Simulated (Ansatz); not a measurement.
# Effect of uniaxial strain ε_zz = −2.00 % on Rh

The reference is Rh in the fcc (Cu type) structure (space group Fm-3m, No. 225; a = 3.782 Å; relaxed with 0.1 eV smearing). Axes: x, y, z lie along the cube axes.

It is then changed as follows: uniaxial strain ε_zz = −2.00 %, all other strain components held at zero; the atoms relax in the strained cell.

Computed with Kohn–Sham DFT with the PBEsol functional, run in Ansatz (an electronic-structure program) with PAW and 420 eV plane waves, without spin-orbit coupling. Γ-centred 30×30×30 mesh, Fermi–Dirac width 0.1 eV.

```json
[
 {"quantity": "volume per atom", "base": "13.52 Å³", "changed": "13.25 Å³", "shift": "-0.27 Å³"},
 {"quantity": "space group", "base": "Fm-3m (No. 225)", "changed": "I4/mmm (No. 139)", "shift": "–"},
 {"quantity": "energy relative to the base (free energy F)", "base": "0 meV/atom", "changed": "+8.2 meV/atom", "shift": "+8.2 meV/atom"},
 {"quantity": "pressure (mean of the normal stresses, compression positive)", "base": "0.0 GPa", "changed": "6.3 GPa", "shift": "+6.3 GPa"},
 {"quantity": "band gap", "base": "zero", "changed": "zero", "shift": "–"},
 {"quantity": "stress (xx, yy, zz, yz, xz, xy; compression positive)", "base": "–", "changed": "(4.5, 4.5, 9.9, 0.0, 0.0, 0.0) GPa", "shift": "–"}
]
```

Stability against distortions was not tested. All final runs are without spin polarisation.
